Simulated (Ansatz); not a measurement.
WGe (model structure, started from the NbAs type, I4₁md, No. 109, 4 atoms in the cell)

These are PBE-D3(BJ) (PAW; Ansatz, a program for electronic structure) values and carry that method's errors.

Settings: plane-wave cutoff 500 eV, 16×16×16 k mesh, Fermi–Dirac smearing 0.05 eV, no spin polarisation, scalar-relativistic PAW data made under PBE.

Cell (relaxed at this level):

```
WGe
1.0
   -1.70983     1.70983     5.42701
    1.70983    -1.70983     5.42701
    1.70983     1.70983    -5.42701
W Ge
2 2
Cartesian
  0.00000   0.00000   8.09027
  0.00000   1.70983  -0.05025
  0.00000   0.00000   1.85201
  0.00000   1.70983   4.56552
```

| Property | Value |
|---|---|
| band gap | zero (no gap) |

Note: the relaxation could raise the start's symmetry but not lower it, so the cell can be a saddle point.

Spin–orbit coupling is not included.

The computed numbers hold no vibrational or temperature effects.

A model structure was made by putting elements into a prototype or built by hand; it is no filed structure, need not be a known phase, and can be a saddle point held by its symmetry.
